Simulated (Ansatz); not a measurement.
Consider a (6,0) germanium nanotube.

Method: PBE (plane waves to 420 eV, PAW; Ansatz, a quantum-chemistry and plane-wave program). Mesh 1×1×12. No spin polarisation. It repeats along c; a and b span vacuum. A hypothetical model, rolled from the flat sheet. Only distortions within the start's symmetry and period were free. Values not marked SOC lack spin–orbit coupling. Buckling under compression is shut out by symmetry and the short period.

Task: What do the calculations give?

Result: 
| Quantity | Result |
|---|---|
| period along the axis (24 atoms) | 7.052 Å |
| mean diameter | 7.65 Å |
| radii of the innermost and outermost atoms | 3.41 and 4.24 Å |
| energy over the flat sheet | +41 meV/atom |
| PBE gap | none (under 0.01 eV) |
| crossings of the Fermi level between Γ and the zone edge (49 points) | 2, each for both spins (ideal conductance 2 × 2e²/h) |
| work function (PBE) | 4.71 eV |
| axial stiffness dF/dε | 76 nN |
